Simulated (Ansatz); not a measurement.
The parent structure is ZrN in the rock salt structure (space group Fm-3m, No. 225; relaxed with 0.1 eV smearing).

```yaml
crystal:
  lattice:
    - [0.00000, 2.27627, 2.27627]
    - [2.27627, 0.00000, 2.27627]
    - [2.27627, 2.27627, 0.00000]
  atoms:
    - { symbol: N, position: [0.00000, 0.00000, 0.00000] }
    - { symbol: Zr, position: [0.50000, 0.50000, 0.50000] }
```

Cartesian axes are those of the cell as printed.

Computed with PBEsol in Ansatz (plane waves to 420 eV, PAW, without spin-orbit coupling).

Strains are applied to the cell and any free atomic positions relax; under biaxial strain the out-of-plane vector relaxes too.

One change was made to it. Results:

| quantity | base | after |
|---|---|---|
| pressure | 0.0 GPa | 9.6 GPa |
| energy relative to the base (free energy F) | 0 meV/atom | +11 meV/atom |

Question: Which of these changes matches the shifts?
(A) isotropic strain −1.10 %
(B) uniaxial strain ε_xx = −5.89 %
(C) biaxial strain +1.21 %, plane normal [111], relaxed out of plane

Answer: A, isotropic strain −1.10 %. For comparison, the energy relative to the base in the other runs: uniaxial strain ε_xx = −5.89 % gives +95 meV/atom; biaxial strain +1.21 %, plane normal [111], relaxed out of plane gives +4.9 meV/atom.

No phonon test of stability was made. The final runs are not spin-polarised. An odd electron count without spin: ZrN.

Ansatz is an electronic-structure program.
